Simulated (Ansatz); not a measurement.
Take SiO₂ (space group P4_12_12, No. 92; a = 5.085 Å, c = 7.100 Å) as the base.

Calculations: PBE (Ansatz, a quantum-chemistry and plane-wave program), scalar-relativistic without spin-orbit coupling.

One change was made to it. Results:

| quantity | base | after |
|---|---|---|
| density | 2.17 g/cm³ | 2.21 g/cm³ |
| electron mass | 0.54 mₑ (at Γ) | 0.54 mₑ (at Γ) |
| band gap | 5.51 eV | 5.54 eV |

Q: Which change produced these results?
A) pressure 0.3 GPa
B) pressure 1.5 GPa
C) pressure −1 GPa
D) pressure 7.5 GPa
E) pressure 0.7 GPa

A: A, pressure 0.3 GPa. For comparison, the electron mass in the other runs: pressure 0.7 GPa gives 0.53 mₑ (at Γ); pressure 1.5 GPa gives 0.52 mₑ (at Γ); pressure 7.5 GPa gives 0.48 mₑ (at Γ); pressure −1 GPa gives 0.56 mₑ (at Γ).

Load acts through the strain it causes; cell and atoms are relaxed under it. Effective masses come from finite differences of ±0.01 Å⁻¹. No phonon test of stability was made. Competing high-pressure phases were not computed.
